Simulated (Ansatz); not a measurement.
B2O3, treated with r²SCAN (Ansatz, a first-principles code, PAW).

Run with plane-wave cutoff 600 eV, 12×12×6 k mesh (along the axes of the cell as run), Fermi–Dirac smearing 0.03 eV, scalar-relativistic PAW data made under PBE.

Starting structure:

```
CELL_PARAMETERS angstrom
      4.33580     0.00000     0.00000
     -2.16790     3.75491     0.00000
      0.00000     0.00000     8.33970
ATOMIC_POSITIONS crystal
  O  0.60090 0.14770 0.12820
  O  0.85230 0.45320 0.46153
  O  0.54680 0.39910 0.79487
  O  0.14770 0.60090 0.87180
  O  0.45320 0.85230 0.53847
  O  0.39910 0.54680 0.20513
  O  0.16070 0.00000 0.33333
  O  0.00000 0.16070 0.66667
  O  0.83930 0.83930 0.00000
  B  0.39540 0.22990 0.22440
  B  0.77010 0.16550 0.55773
  B  0.83450 0.60460 0.89107
  B  0.22990 0.39540 0.77560
  B  0.16550 0.77010 0.44227
  B  0.60460 0.83450 0.10893
```

**Question.** Into what structure does the relaxation of cell and atoms lead at this level, with the symmetry of the start kept?

**Answer.** The volume goes up by 1.0 %; final space group P3_121.
```
CELL_PARAMETERS angstrom
      4.34410     0.00000     0.00000
     -2.17205     3.76210     0.00000
      0.00000     0.00000     8.38837
ATOMIC_POSITIONS crystal
  O  0.59802 0.14395 0.12864
  O  0.85605 0.45407 0.46197
  O  0.54593 0.40198 0.79530
  O  0.14395 0.59802 0.87136
  O  0.45407 0.85605 0.53803
  O  0.40198 0.54593 0.20470
  O  0.15966 0.00000 0.33333
  O  0.00000 0.15966 0.66667
  O  0.84034 0.84034 0.00000
  B  0.39732 0.22982 0.22470
  B  0.77018 0.16750 0.55803
  B  0.83250 0.60268 0.89137
  B  0.22982 0.39732 0.77530
  B  0.16750 0.77018 0.44197
  B  0.60268 0.83250 0.10863
```
